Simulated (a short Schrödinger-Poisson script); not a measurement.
Solved with a short Schrödinger-Poisson script written for these runs: 1D Poisson equation in equilibrium, electrons quantum, Hartree plus LDA exchange-correlation (BenDaniel-Duke, 40 states a valley, the channel's in-plane mass for all, wave functions free to enter the barrier), parabolic valleys, classical holes, full ionisation, no traps, pinning or gate leakage.

Stack: gated Al0.3Ga0.7N/GaN polarisation-induced gas, at 20 K.

From the gate side: 20 nm Al0.3Ga0.7N; 6000 nm GaN, acceptors 3e14 cm⁻³.

Constants are typed, rounded textbook-type inputs, not results; the design itself was drawn at random and stands for no fabricated device. Al0.3Ga0.7N: permittivity 9.32, conduction-band edge (eV) 0.414, gap (eV) 4.021, electron mass (mₑ) 0.236, Nv at 300 K (cm⁻³) 4.6e19. GaN: permittivity 9.5, conduction-band edge (eV) 0, gap (eV) 3.43, Nv at 300 K (cm⁻³) 4.6e19.

Channel valleys (confinement mass, in-plane density-of-states mass, number): Γ 0.2, 0.2, 1. At the gate the conduction-band edge of layer 1 lies 1.43 eV − eVg above the Fermi level of the channel; the field vanishes at the back. Sheet of polarisation charge: +1.5e13 e/cm² at 20 nm from the gate. The barrier under the gate holds no holes. Gaps are held at their typed values at every temperature. Mesh 0.08 nm at interfaces.

**Question.** Give the sheet density of all electrons at Vg = 0.5 V (cm⁻²); the capacitance at Vg = 0.5 V (μF/cm²); the centroid of the channel electrons at Vg = 0.5 V (nm).

**Answer.** sheet density of all electrons at Vg = 0.5 V (cm⁻²): 1.27e13; capacitance at Vg = 0.5 V (μF/cm²): 0.399; centroid of the channel electrons at Vg = 0.5 V (nm): 1.60.
